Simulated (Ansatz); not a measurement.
We consider fluorite HfO2 (high-temperature phase), described by PBE+SOC (Ansatz, an electronic-structure program, plane waves, PAW).

Numerical settings: plane-wave cutoff 520 eV, 12×12×12 k mesh, Fermi–Dirac smearing 0.01 eV, PAW data made under PBE.

Equation-of-state points:

```
V (Å³/atom)  E − E_lowest (meV/atom)  P (GPa)
-----------  -----------------------  -------
10.364                         34.05    17.39
10.585                         14.60    10.98
10.805                          3.53     5.21
11.026                          0.00     0.01
11.246                          3.27    -4.67
11.467                         12.66    -8.89
11.687                         27.56   -12.69
```

Question: Estimate the bulk modulus from the pressures at 10.805 and 11.246 Å³/atom, and compare it with a fit to all energies.

Answer: B = −V dP/dV. Between V = 10.805 and 11.246 Å³/atom, dP/dV = (-4.67 − (5.21))/(11.246 − 10.805) = -22.4 GPa per Å³/atom; at the midpoint 11.026 Å³/atom this gives B ≈ 247 GPa. The third-order Birch–Murnaghan fit gives V0 = 11.026 Å³/atom, B0 = 247 GPa, B′ = 4.2, which lies within 1 % of that estimate.

Measured, for comparison: bulk modulus 242 ± 16 GPa (room temperature, no zero-point or thermal correction, nanocrystalline cubic HfO2, second-order Birch-Murnaghan; as tabulated in High-pressure structural stability, equation of state, and thermal expansion …). Computed (rounded) less measured: bulk modulus +2 % (inside the measured uncertainty). A static lattice is as a rule a little smaller and stiffer than an uncorrected measurement, which narrows the difference in the bulk modulus and would widen misses of the other sign.

Note: symmetry holds this phase in the static calculation, where it need not be a minimum; held by symmetry at 0 K, a high-temperature phase can be a saddle point.

Computing time: very roughly 4 core-minutes.
